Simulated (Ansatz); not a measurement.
## Effect of pressure 10 GPa on Cs2AgBiBr6

Base system: Cs₂AgBiBr₆ (space group Fm-3m, No. 225; a = 10.9963 Å).

One thing is altered: a hydrostatic pressure of 10 GPa.

The values are results of DFT with LDA, PAW potentials and a 420 eV plane-wave cutoff in Ansatz (an electronic-structure program), no spin-orbit coupling, not measurements. k-mesh 5×5×5 (Γ-centred); smearing 0.05 eV (Fermi–Dirac).

| quantity | base | changed | shift |
|---|---|---|---|
| volume per atom | 33.24 Å³ | 27.56 Å³ | -5.68 Å³ |
| density | 5.31 g/cm³ | 6.40 g/cm³ | +1.09 g/cm³ |
| lattice parameter a | 10.996 Å | 10.331 Å | -0.6656 Å |
| shortest interatomic distance | 2.689 Å | 2.505 Å | -0.184 Å |
| enthalpy H = E + PV relative to the base's energy | – | +1.87 eV/atom | – |
| band gap | 0.94 eV | 0.58 eV | -0.36 eV |
| gap character | indirect, X → L | indirect, X → L | – |
| smallest direct gap | 2.20 eV | 2.23 eV | +0.03 eV |
| width of the top valence band | 1.40 eV | 2.13 eV | +0.73 eV |
| electron mass | 0.36 mₑ along k, 0.24 mₑ across (at L) | 0.38 mₑ along k, 0.23 mₑ across (at L) | – |
| hole mass | 0.15 mₑ along k, 0.62 mₑ across (at X) | 0.11 mₑ along k, 0.46 mₑ across (at X) | – |

Cost of the whole job for the changed cell (relaxation, final SCF and bands): very roughly 80 core-seconds.

Spin-orbit coupling, missing from the scalar runs, can matter with Bi. Load acts through the strain it causes; cell and atoms are relaxed under it. Masses are band curvatures over ±0.01 Å⁻¹ around the edge. Along k means along the line from Γ to the band edge. Whether these cells are dynamically stable was not tested. No other phases were tried under pressure.
